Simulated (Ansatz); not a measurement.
Start from InSb in the zinc blende structure (space group F-43m, No. 216; a = 6.556 Å).

Structures relaxed with Ansatz (a first-principles code), r2SCAN, PAW, cutoff 500 eV, scalar-relativistic without spin-orbit coupling.

Base:

Simulated powder pattern, Cu Kα1, λ = 1.54056 Å (kinematic, ideal powder, no thermal factors, no anomalous dispersion; the 8 strongest lines at most, above 2 %, up to 2θ = 90°):

```tsv
2θ (°)	I/Imax (%)	hkl
23.48	100	(111)
38.82	80	(220)
45.87	49	(311)
56.06	13	(400)
61.61	20	(331)
70.28	27	(422)
75.25	15	(511)
88.07	15	(531)
```

After one change:

Simulated powder pattern, Cu Kα1, λ = 1.54056 Å (kinematic, ideal powder, no thermal factors, no anomalous dispersion; the 8 strongest lines at most, above 2 %, up to 2θ = 90°):

```tsv
2θ (°)	I/Imax (%)
23.60	100
39.02	80
46.11	49
56.37	13
61.95	20
70.69	27
75.70	15
88.63	15
```

Problem. Which of these changes matches the shifts?
(A) isotropic strain −0.50 %
(B) isotropic strain −1.00 %
(C) isotropic strain −3.00 %
(D) isotropic strain −2.00 %

Solution. A, isotropic strain −0.50 %. Its volume per atom is 34.70 Å³ against 35.23 Å³, and its space group is F-43m (No. 216).

Stability against distortions was not tested. The final runs are not spin-polarised.
